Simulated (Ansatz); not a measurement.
# Electron-phonon data for PtPb (P6_3/mmc)

Input:

```xyz
4
Lattice="4.2939 0.0000 0.0000 -2.1470 3.7187 0.0000 0.0000 0.0000 5.4791" Properties=species:S:1:pos:R:3 pbc="T T T"
Pt     0.0000     0.0000     2.7395
Pt     0.0000     0.0000     0.0000
Pb     0.0000     2.4791     1.3698
Pb     2.1470     1.2396     4.1093
```

Level of theory: PBEsol, DFPT electron-phonon coupling, linearised Boltzmann equation (plane waves, PAW, scalar-relativistic; Ansatz, a program for electronic structure). How the cell was made: relaxed with this functional, without spin-orbit coupling.

* **resistivity at 300 K**: 12.8 (x), 12.8 (y), 27 (z) μΩ·cm
* **electron mean free path at 300 K (weighted by the current that each state carries)**: 7.5 (x), 7.5 (y), 7.0 (z) nm
* **density of states at the Fermi level**: 1.04 states/(eV·spin·cell)
* **Drude plasma energy**: 7.4 (x), 7.4 (y), 5.4 (z) eV

A metal at this level (no band gap). Only scattering by harmonic phonons is included (no impurities, grain boundaries, electron-electron scattering or thermal expansion). Spin-orbit coupling is left out, which matters with elements this heavy. The run warned that the eigensolver left some states short of its tolerance. Halving the electron mesh (24x24x16) moves the resistivity by up to 7 % at 300 K, the mean free path by up to 9 %. Smearing 0.20 eV; phonons on a 4x4x3 q mesh, which this run doesn't test and which matters most at low temperature.

Formula and space group known from diffraction (Crystallography Open Database), not checked to be the room-temperature form: PtPb (P6_3/mmc).
